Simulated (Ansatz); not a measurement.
Level of theory: PBE (plane waves to 420 eV, PAW; Ansatz, a program for electronic structure).

Host crystal: anatase TiO2, with a band gap (PBE, scalar-relativistic without spin-orbit coupling).

Electrostatic potential energy of an electron, averaged over planes parallel to the surface, in eV from the Fermi level, for Cu on the 1x1 (101) surface of anatase TiO2 (cut with top plane O), one in a 2x1 cell, started at the site 'top O #2':

```tsv
z (Å)	V (eV)
5.34	4.82
5.64	4.82
5.94	4.82
6.23	4.82
6.53	4.82
6.83	4.82
7.12	4.82
7.42	4.81
7.72	4.80
8.02	4.77
8.31	4.68
8.61	4.41
8.91	3.56
9.20	1.15
9.50	-1.46
9.80	-5.01
10.09	-8.23
10.39	-11.34
10.69	-12.91
10.98	-11.20
11.28	-7.41
11.58	-3.94
11.88	-1.80
12.17	-0.04
12.47	1.09
12.77	0.09
13.06	-2.09
13.36	-4.40
13.66	-7.49
13.95	-11.64
14.25	-13.67
14.55	-11.40
14.84	-7.04
15.14	-3.95
15.44	-1.84
15.73	-0.04
16.03	0.78
16.33	-0.55
16.62	-2.89
16.92	-5.15
17.22	-8.15
17.52	-11.62
17.81	-13.19
18.11	-11.29
18.41	-7.83
18.70	-5.62
19.00	-4.13
19.30	-2.96
19.59	-0.73
19.89	1.25
20.19	2.67
20.48	3.34
20.78	3.56
21.08	3.66
21.38	3.70
21.67	3.72
21.97	3.73
22.27	3.73
22.56	3.74
22.86	3.74
23.16	3.74
23.45	3.74
23.75	3.74
```

Set-up: 37 atoms, 9.4 Å thick at the start under the adsorbate (thin: gaps and levels are the slab's own); mesh 3x4x1; 0.01 eV smearing; dipole correction on; 14 atoms held, the rest relaxed; no symmetry held; spin-polarised, ending with about 0.4 μB a cell, a value that depends on the mesh; orders that need a larger cell were not tried, no spin-orbit, no U, no dispersion correction. The slab shows no gap over 0.04 eV on its mesh. At the end it is bonded to 2 O + 4 Ti. In PBE it is, or lies within 0.03 eV of, the lowest of the starts that converged.

### Question
The surface cell has an area of 39.58 Å². What dipole along the normal does the step between the two vacuum levels imply?

### Answer
the top vacuum level lies 1.08 eV below the bottom one; p = −ε₀ A ΔV (ε₀ = 0.005526 e/(V·Å)) gives 0.24 e·Å a cell.
